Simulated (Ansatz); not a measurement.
Start from ZnS in the wurtzite structure (space group P6_3mc, No. 186; a = 3.7822 Å, c = 6.2077 Å).

Calculations: PBEsol (Ansatz, a program for electronic structure; PAW; 420 eV plane waves; without spin-orbit coupling).

Before the change:

The volume per atom is 19.23 Å³ and the valence-band top at Γ comes out as 0.00, 0.00, -0.09 eV.

It is then changed as follows: hydrostatic tension (pressure −2 GPa).

Estimate the effect on the volume per atom, valence-band top at Γ and mean gap deformation potential ΔEg/Δln V.

The volume per atom rises by 0.52 Å³ to 19.75 Å³; the valence-band top at Γ (three highest levels, from the VBM) becomes 0.00, 0.00, -0.08 eV (base: 0.00, 0.00, -0.09 eV); the mean gap deformation potential ΔEg/Δln V comes out as -4.3 eV.

Load acts through the strain it causes; cell and atoms are relaxed under it. Stability against distortions was not tested.
